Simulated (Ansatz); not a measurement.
Functionals compared on a constructed model of the (0001) surface of hcp Re, a pseudomorphic layer of Mo in the host's stacking (bottom of the slab: a bare face, its two planes held), in Ansatz (plane waves, PAW). The structure was relaxed with PBE; the other rows are single points on it. Cutoff 420 eV (500 eV for r2SCAN).

Slab: 7 atoms, 13.9 Å thick at the start; k 15x15x1, smearing 0.1 eV, dipole-corrected; 2 atoms held, the rest relaxed; symmetry of the start imposed; no spin, no spin-orbit, no U. It is one candidate, not shown to be the stable structure of the face. These notes are the PBE run's.

| functional | work function of the top face (eV) | rough cost of the single point |
|---|---|---|
| PBE | 4.69 | – |
| RPBE | 4.54 | roughly 40 core-seconds |
| r2SCAN | 4.75 | roughly 70 core-seconds |

Ansatz is an electronic-structure program.
